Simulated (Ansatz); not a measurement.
This Ansatz (an electronic-structure program) input is the reference run, InP in the zinc blende structure (space group F-43m, No. 216), computed with Kohn–Sham DFT with the r2SCAN functional, run in Ansatz with PAW and 500 eV plane waves, no spin-orbit coupling:

Ansatz 0.2 input:
```yaml
crystal:
  lattice:
    - [0, 2.9535066221, 2.9535066221]
    - [2.9535066221, 0, 2.9535066221]
    - [2.9535066221, 2.9535066221, 0]
  atoms:
    - { symbol: P, position: [0.75, 0.75, 0.75] }
    - { symbol: In, position: [0, 0, 0] }
basis: { ecutwfc: 500, ecutrho_ratio: 4, xc_grid: 4, fft_grid_basis: typed }
kpoints: { mp_grid: { grid: [10, 10, 10] } }
hamiltonian:
  xc: r2scan
  dispersion: none
  pseudopotentials: { kind: paw }
scf: { occupations: { method: fermi_dirac, width: 0.05 }, convergence: { dr2_threshold: 0.0000000002 } }
output: { forces: true, stress: true }
checkpoint: { write: state.ck, write_every: 1000 }
```

Task: Write the input for this change: uniaxial stress, 3 GPa tension along x, with the cell and atoms free to relax against it.

Result: 
Ansatz 0.2 input:
```yaml
crystal:
  lattice:
    - [0, 2.9535066221, 2.9535066221]
    - [2.9535066221, 0, 2.9535066221]
    - [2.9535066221, 2.9535066221, 0]
  atoms:
    - { symbol: P, position: [0.75, 0.75, 0.75] }
    - { symbol: In, position: [0, 0, 0] }
basis: { ecutwfc: 500, ecutrho_ratio: 4, xc_grid: 4, fft_grid_basis: typed }
kpoints: { mp_grid: { grid: [10, 10, 10] } }
hamiltonian:
  xc: r2scan
  dispersion: none
  pseudopotentials: { kind: paw }
scf: { occupations: { method: fermi_dirac, width: 0.05 } }
relax: { f_tol: 0.005, max_steps: 50, cell: { stress_tol: 0.01, sigma_target: [-3, 0, 0, 0, 0, 0] } }
output: { forces: true, stress: true }
checkpoint: { write: state.ck, write_every: 1000 }
```
This is the input that was run.

Load acts through the strain it causes; cell and atoms are relaxed under it. sigma_target is in GPa, compression positive, in the order xx, yy, zz, yz, xz, xy. Stability under load was not tested beyond the relaxation.
